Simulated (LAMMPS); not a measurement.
Melts of Cu (fcc) with 44 % of Cu sites Zr cooled to 300 K at several rates.

Model: classical MD, pair style eam/fs, file CuZr_mm.eam.fs; code LAMMPS.

```json
[
 {"cooling rate (K/s)": "1e+12", "state": "glass", "density": "7.30 g/cm³ (one sample)", "coordination number of Cu by Zr": "6.62 (counted to 3.86 Å)", "rough cost": "80 core-minutes"},
 {"cooling rate (K/s)": "1e+13", "state": "glass", "density": "7.29 g/cm³ (one sample)", "coordination number of Cu by Zr": "6.53 (counted to 3.90 Å)", "rough cost": "11 core-minutes"},
 {"cooling rate (K/s)": "1e+14", "state": "glass", "density": "7.28 g/cm³ (one sample)", "coordination number of Cu by Zr": "6.50 (counted to 3.86 Å)", "rough cost": "10 core-minutes"}
]
```

Costs are rough and include melting and analysis.
